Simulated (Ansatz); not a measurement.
The parent structure is Eu in the bcc (W type) structure (space group Im-3m, No. 229; ferromagnetic).

```
CELL_PARAMETERS angstrom
     -2.22497     2.22497     2.22497
      2.22497    -2.22497     2.22497
      2.22497     2.22497    -2.22497
ATOMIC_POSITIONS crystal
  Eu 0.00000 0.00000 0.00000
```

Cartesian axes are those of the cell as printed.

Calculations: r2SCAN in Ansatz (plane waves to 500 eV, PAW, spin-orbit coupling left out), earlier PAW set.

For the base:

- Largest site moment: 7.32 μB
- Shortest interatomic distance: 3.854 Å
- Band gap: zero
- Magnetic state: ferromagnetic

One thing is altered: a free-standing slab of 3 layers (3 atoms, 1 a layer) is cut normal to [110], with 15 Å of vacuum and the in-plane cell held at bulk.

Question: What does the calculation give for the largest site moment, shortest interatomic distance, excess energy per area of both faces, band gap and magnetic state after the change?

Answer: The largest site moment stays essentially unchanged (7.32 μB against 7.30 μB); the shortest interatomic distance decreases by 0.046 Å, from 3.854 Å to 3.808 Å; the excess energy per area of both faces (slab less bulk energy over the cell's area: twice a surface energy) is 1.04 J/m² (uncertain by up to 0.03 J/m²); the band gap is still zero; the magnetic state remains ferromagnetic.

The magnetic state is the one reached from the starting moments; the real material's order can differ, and small cells can't hold many antiferromagnetic ones. The state of the 4f shell was not checked for lower solutions. The excess energy carries the mismatch between the slab's and the bulk's meshes. No phonon test of stability was made.

Ansatz is a program for electronic structure.
